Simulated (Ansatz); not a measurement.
The starting structures come from a database of crystals and need not be the phases stable at ambient conditions.

 Where the default PAW files enter, the runs use the earlier of Ansatz's two default sets.

Tunnelling through a barrier is set by its complex band structure: the current falls as exp(−2κd) with the smallest κ.

Given:

```
PbClF
1.0
    4.11229     0.00000     0.00000
    0.00000     4.11229     0.00000
    0.00000     0.00000     7.25138
Pb Cl F
2 2 2
Direct
  0.00000   0.50000   0.79207
  0.50000   0.00000   0.20793
  0.50000   0.00000   0.64585
  0.00000   0.50000   0.35415
  0.50000   0.50000   0.00000
  0.00000   0.00000   0.00000
```

Space group of this cell: P4/nmm. The cell was relaxed by PBE-D3(BJ); by PBEsol its mean pressure is -1.8 GPa.

Transport runs along the normal of the first two printed cell vectors, the (001) plane of the conventional cell.

No gap correction and no spin-orbit coupling; mid-gap values are interpolated between computed energies.

**Question.** Compute, with Ansatz (a program for electronic structure) with PBEsol, the band gap and the smallest decay constant κ at mid-gap.

**Answer.** Gap 3.38 eV on a 8×8×4 mesh; κ = 0.322 1/Å, at the zone centre.
